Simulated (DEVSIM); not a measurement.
Device: isotype n-n heterojunction Al0.2Ga0.8N/GaN, at 300 K.

```
layer (left to right)     material  thickness (μm)  Nd (cm⁻³)   τn (s)   τp (s)
---------------------  -----------  --------------  ---------  -------  -------
1                      Al0.2Ga0.8N           0.150     1.3e17  8.7e-10  8.7e-10
2                              GaN           0.100     2.4e16  8.7e-10  8.7e-10
```

Left contact: ohmic. Right contact: ohmic. Voltage is applied to the left contact. Recombination: SRH at mid-gap, radiative. Mobility is constant in doping.

Constants are typed, rounded textbook-type inputs, not results; the design itself was drawn at random and stands for no fabricated device. Values at 300 K.

```
parameter      Al0.2Ga0.8N     GaN
-------------  -----------  ------
gap (eV)             3.804    3.43
affinity (eV)        3.838     4.1
permittivity          9.38     9.5
Nc (cm⁻³)           2.3e18  2.3e18
Nv (cm⁻³)           4.6e19  4.6e19
μn (cm²/Vs)            624    1200
μp (cm²/Vs)             30     100
B (cm³/s)            1e-11   1e-11
```

Simulated with DEVSIM: 1D drift-diffusion, Boltzmann statistics, complete ionisation; no tunnelling, impact ionisation, image-force lowering or self-heating. Band offsets follow the typed affinities; no thermionic-emission limit at abrupt steps, no polarisation charge.

### Question
Tabulate band edges, carrier densities and field at zero bias.

### Answer
Energies count from the Fermi level of the right contact; mesh points crowd at the junctions.

```csv
x (μm),Ec (eV),Ev (eV),n (cm⁻³),p (cm⁻³),field (V/cm)
0.000,0.074,-3.730,1.3e17,< 1e2,≈ 0
0.002986,0.074,-3.730,1.3e17,< 1e2,≈ 0
0.007706,0.074,-3.730,1.3e17,< 1e2,≈ 0
0.01441,0.074,-3.730,1.3e17,< 1e2,≈ 0
0.03085,0.074,-3.730,1.3e17,< 1e2,≈ 0
0.05175,0.074,-3.730,1.3e17,< 1e2,47
0.08367,0.075,-3.729,1.2e17,< 1e2,1100
0.1163,0.097,-3.707,5.3e16,< 1e2,20000
0.1296,0.140,-3.664,1.0e16,< 1e2,46000
0.1390,0.193,-3.611,1.3e15,< 1e2,69000
0.1449,0.238,-3.566,2.3e14,< 1e2,83000
0.1496,0.280,-3.524,4.5e13,< 1e2,95000
0.1524,0.040,-3.390,4.9e17,< 1e2,62000
0.1567,0.061,-3.369,2.2e17,< 1e2,38000
0.1655,0.084,-3.346,9.0e16,< 1e2,18000
0.1771,0.099,-3.331,5.0e16,< 1e2,9200
0.1951,0.110,-3.320,3.3e16,< 1e2,3800
0.2156,0.115,-3.315,2.7e16,< 1e2,1500
0.2333,0.117,-3.313,2.5e16,< 1e2,850
0.2406,0.117,-3.313,2.5e16,< 1e2,730
0.2459,0.118,-3.312,2.4e16,< 1e2,680
0.2500,0.118,-3.312,2.4e16,< 1e2,670
```
